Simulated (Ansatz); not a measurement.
**LaPt2 (Fd-3m, No. 227)**

All values below come from LDA (PAW; Ansatz, a first-principles code).

Numerical settings: plane-wave cutoff 500 eV, 12×12×12 k mesh, Fermi–Dirac smearing 0.1 eV, scalar-relativistic PAW data made under PBE.

Cell: relaxed at this level.

```json
{
  "equilibrium_volume_per_atom": "18.97 Å³/atom",
  "lattice_parameter_a": "7.694 Å",
  "band_gap": "none"
}
```

Spin–orbit coupling is not included.

The computed numbers hold no vibrational or temperature effects.
